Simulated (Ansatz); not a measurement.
An Ansatz (a quantum-chemistry and plane-wave program) input (PBE (Ansatz; PAW; 420 eV plane waves; no spin-orbit coupling)):

Ansatz 0.2 input:
```yaml
crystal:
  lattice:
    - [-1.7175879734, 1.7175879734, 1.7175879734]
    - [1.7175879734, -1.7175879734, 1.7175879734]
    - [1.7175879734, 1.7175879734, -1.7175879734]
  atoms:
    - { symbol: Li, position: [0, 0, 0] }
basis: { ecutwfc: 420, ecutrho_ratio: 4, xc_grid: 2, fft_grid_basis: typed }
kpoints: { mp_grid: { grid: [19, 19, 19] } }
hamiltonian:
  xc: pbe
  dispersion: none
  pseudopotentials: { kind: paw }
scf: { occupations: { method: fermi_dirac, width: 0.05 }, convergence: { dr2_threshold: 0.0000000001 } }
output: { forces: true, stress: true }
checkpoint: { write: state.ck, write_every: 1000 }
```

Question: Which symmetry and how many k-points will the program report, and about how many plane waves at Γ?

Answer: Space group Im-3m (ITA 229) with 48 operations, k-points 220 of 6859, and 381 plane waves at Γ.

No phonon test of stability was made. The cell is Li in the bcc (W type) structure (space group Im-3m, No. 229).
